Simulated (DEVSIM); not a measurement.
System: Schottky contact on n-type Ge, at 250 K.

Layer 1 from the left is Ge, thickness (μm) 0.450, Nd (cm⁻³) 4.1e15, τn (s) 2e-6, τp (s) 2e-6.

Left contact: Schottky, work function 4.43 eV, emission velocity 1e7 cm/s. Right contact: ohmic. Voltage is applied to the left contact. Recombination: SRH at mid-gap, Auger. Mobility is μmin + (μ − μmin)/(1 + (N/Nref)^α).

The device is made up for the run: typed textbook-type constants, with dimensions and the other settings drawn at random. Values at 300 K; Nc and Nv go as T^1.5, mobilities as T to minus their exponent, the gap by Varshni's rule with the affinity fixed.

Ge: gap (eV) 0.664, affinity (eV) 4, permittivity 16, Nc (cm⁻³) 1.04e19, Nv (cm⁻³) 6e18, μn (cm²/Vs) 3900, μp (cm²/Vs) 1900, μn,min 150, μp,min 100, Nref,n 2.6e17, Nref,p 4e17, αn 0.56, αp 0.6, T exponent of μn 1.66, T exponent of μp 2.33, Cn (cm⁶/s) 1e-31, Cp (cm⁶/s) 1e-31, Varshni α (eV/K) 0.000477, Varshni β (K) 235.

Model (solved in DEVSIM): 1D drift-diffusion, Boltzmann statistics, complete ionisation; no tunnelling, impact ionisation, image-force lowering or self-heating. Metal contacts follow the ideal Schottky-Mott rule: no Fermi-level pinning, no interface dipoles.

Problem. What does the simulation give for the dark forward voltage at 100 A/cm², the largest field in the device at zero bias?

Solution. dark forward voltage at 100 A/cm² 0.185 V; largest field in the device at zero bias 15000 V/cm.
